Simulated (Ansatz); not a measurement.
Here is the system:

```xyz
4
Lattice="4.0716 0.0000 0.0000 0.0000 4.0716 0.0000 0.0000 0.0000 4.0716" Properties=species:S:1:pos:R:3 pbc="T T T"
Al     0.0000     2.0358     2.0358
Al     2.0358     2.0358     0.0000
Al     2.0358     0.0000     2.0358
Sc     0.0000     0.0000     0.0000
```

No spin polarisation.

A single point on ScAl3, its geometry relaxed with PBEsol.

Level of theory: r2SCAN/PAW in Ansatz (a first-principles code), scalar-relativistic without spin-orbit coupling, earlier PAW set. Settings: 12×12×12 k-points, 0.05 eV Fermi–Dirac smearing.

**Question.** Predict the band gap and pressure.

**Answer.** The band gap is zero and the pressure comes out as 1.0 GPa.

Single points use the geometry relaxed with PBEsol. Stability against distortions was not tested. The final runs are not spin-polarised. The cell is ScAl3 in the Cu3Au type structure (space group Pm-3m, No. 221).
